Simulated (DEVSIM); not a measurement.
**abrupt GaAs n-p junction**

System: abrupt GaAs n-p junction, at 250 K.

```csv
layer (left to right),material,thickness (μm),Nd (cm⁻³),Na (cm⁻³),τn (s),τp (s)
1,GaAs,0.610,3.3e15,-,1.7e-8,1.7e-8
2,GaAs,54.0,-,1.4e13,1.7e-8,1.7e-8
```

Left contact: ohmic. Right contact: ohmic. Voltage is applied to the left contact. Recombination: SRH at mid-gap. Mobility is μmin + (μ − μmin)/(1 + (N/Nref)^α).

Constants are typed, rounded textbook-type inputs, not results; the design itself was drawn at random and stands for no fabricated device. Values at 300 K; Nc and Nv go as T^1.5, mobilities as T to minus their exponent, the gap by Varshni's rule with the affinity fixed.

```csv
parameter,GaAs
gap (eV),1.424
affinity (eV),4.07
permittivity,12.9
Nc (cm⁻³),4.7e17
Nv (cm⁻³),9e18
μn (cm²/Vs),8500
μp (cm²/Vs),400
"μn,min",500
"μp,min",20
"Nref,n",6e16
"Nref,p",1.5e17
αn,0.39
αp,0.38
T exponent of μn,2.1
T exponent of μp,2.2
Varshni α (eV/K),0.000541
Varshni β (K),204
```

Model (solved in DEVSIM): 1D drift-diffusion, Boltzmann statistics, complete ionisation; no tunnelling, impact ionisation, image-force lowering or self-heating.

```yaml
potential_step_across_the_device_at_zero_bias: 1.063 V
largest_field_in_the_device_at_zero_bias: 3200 V/cm
Dark forward voltage at 1 A/cm²: 1.427 V
```

Dark forward current:

| V (V) | J (A/cm²) |
|---|---|
| -0.05 | -2.5e-12 |
| -0.20 | -1.2e-10 |
| -0.35 | -4.3e-9 |
| -0.50 | -1.7e-7 |
| -0.60 | -2.0e-6 |
| -0.75 | -0.00012 |
| -0.90 | -0.013 |
| -1.05 | -0.10 |
| -1.20 | -0.32 |
| -1.35 | -0.72 |
| -1.45 | -1.1 |
| -1.60 | -1.9 |
| -1.75 | -3.0 |
| -1.90 | -4.3 |

Small-signal capacitance in reverse bias (quasi-static):

```json
[
 {"V (V)": "0.04", "C (nF/cm²)": "1.11"},
 {"V (V)": "0.1", "C (nF/cm²)": "1.08"},
 {"V (V)": "0.2", "C (nF/cm²)": "1.03"},
 {"V (V)": "0.3", "C (nF/cm²)": "0.993"},
 {"V (V)": "0.4", "C (nF/cm²)": "0.956"},
 {"V (V)": "0.6", "C (nF/cm²)": "0.894"},
 {"V (V)": "0.8", "C (nF/cm²)": "0.842"},
 {"V (V)": "1", "C (nF/cm²)": "0.798"},
 {"V (V)": "1.3", "C (nF/cm²)": "0.744"},
 {"V (V)": "1.6", "C (nF/cm²)": "0.700"},
 {"V (V)": "2", "C (nF/cm²)": "0.651"}
]
```
